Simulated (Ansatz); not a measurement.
This Ansatz (a quantum-chemistry and plane-wave program) input is the reference run, Li in the bcc (W type) structure (space group Im-3m, No. 229), computed with r2SCAN/PAW in Ansatz, without spin-orbit coupling:

Ansatz 0.2 input:
```yaml
crystal:
  lattice:
    - [-1.7387356088, 1.7387356088, 1.7387356088]
    - [1.7387356088, -1.7387356088, 1.7387356088]
    - [1.7387356088, 1.7387356088, -1.7387356088]
  atoms:
    - { symbol: Li, position: [0, 0, 0] }
basis: { ecutwfc: 500, ecutrho_ratio: 4, xc_grid: 4, fft_grid_basis: typed }
kpoints: { mp_grid: { grid: [19, 19, 19] } }
hamiltonian:
  xc: r2scan
  dispersion: none
  pseudopotentials: { kind: paw }
scf: { occupations: { method: fermi_dirac, width: 0.05 }, convergence: { dr2_threshold: 0.0000000001 } }
output: { forces: true, stress: true }
```

Question: Write the input for this change: the cell is compressed by 1.11 % along y with no lateral relaxation; the atoms relax in the strained cell.

Answer: 
Ansatz 0.2 input:
```yaml
crystal:
  lattice:
    - [-1.7387356088, 1.7194356435, 1.7387356088]
    - [1.7387356088, -1.7194356435, 1.7387356088]
    - [1.7387356088, 1.7194356435, -1.7387356088]
  atoms:
    - { symbol: Li, position: [0, 0, 0] }
basis: { ecutwfc: 500, ecutrho_ratio: 4, xc_grid: 4, fft_grid_basis: typed }
kpoints: { mp_grid: { grid: [19, 19, 19] } }
hamiltonian:
  xc: r2scan
  dispersion: none
  pseudopotentials: { kind: paw }
scf: { occupations: { method: fermi_dirac, width: 0.05 }, convergence: { dr2_threshold: 0.0000000001 } }
relax: { f_tol: 0.005, max_steps: 50 }
output: { forces: true, stress: true }
checkpoint: { write: state.ck, write_every: 1000 }
```
This is the input that was run.

Stability against distortions was not tested.
